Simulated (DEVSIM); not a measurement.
abrupt Si n-p junction

System: abrupt Si n-p junction, at 300 K.

| layer (left to right) | material | thickness (μm) | Nd (cm⁻³) | Na (cm⁻³) | τn (s) | τp (s) |
|---|---|---|---|---|---|---|
| 1 | Si | 38.0 | 3e14 | - | 3.6e-5 | 3.6e-5 |
| 2 | Si | 68.0 | - | 1.1e15 | 3.6e-5 | 3.6e-5 |

Left contact: ohmic. Right contact: ohmic. Voltage is applied to the left contact. Recombination: SRH at mid-gap, Auger. Mobility is constant in doping.

This is a model device: material constants are rounded textbook-type values typed into the input, and sizes, dopings and lifetimes were drawn at random. Values at 300 K.

```tsv
parameter	Si
gap (eV)	1.124
affinity (eV)	4.05
permittivity	11.7
Nc (cm⁻³)	2.86e19
Nv (cm⁻³)	3.1e19
μn (cm²/Vs)	1417
μp (cm²/Vs)	470
Cn (cm⁶/s)	2.8e-31
Cp (cm⁶/s)	9.9e-32
```

Model (solved in DEVSIM): 1D drift-diffusion, Boltzmann statistics, complete ionisation; no tunnelling, impact ionisation, image-force lowering or self-heating.

```
Property                                           Value
---------------------------------------------  ---------
Potential step across the device at zero bias    0.563 V
Largest field in the device at zero bias       6100 V/cm
Dark forward voltage at 1 A/cm²                  0.622 V
```

Dark forward current:

(V (V), J (A/cm²)): (-0.05, -2.6e-9); (-0.15, -1.1e-7); (-0.20, -7.1e-7); (-0.30, -3.3e-5); (-0.40, -0.0015); (-0.45, -0.010); (-0.55, -0.25); (-0.60, -0.71); (-0.70, -2.8); (-0.80, -6.4); (-0.85, -8.9); (-0.95, -15); (-1.05, -23); (-1.10, -27); (-1.20, -38); (-1.25, -43); (-1.35, -56); (-1.45, -70); (-1.50, -78); (-1.60, -94)

Small-signal capacitance in reverse bias (quasi-static):

```tsv
V (V)	C (nF/cm²)
0.4	4.64
1	3.60
2	2.79
3	2.36
4	2.08
6	1.73
8	1.52
10	1.36
13	1.20
16	1.09
20	0.977
```
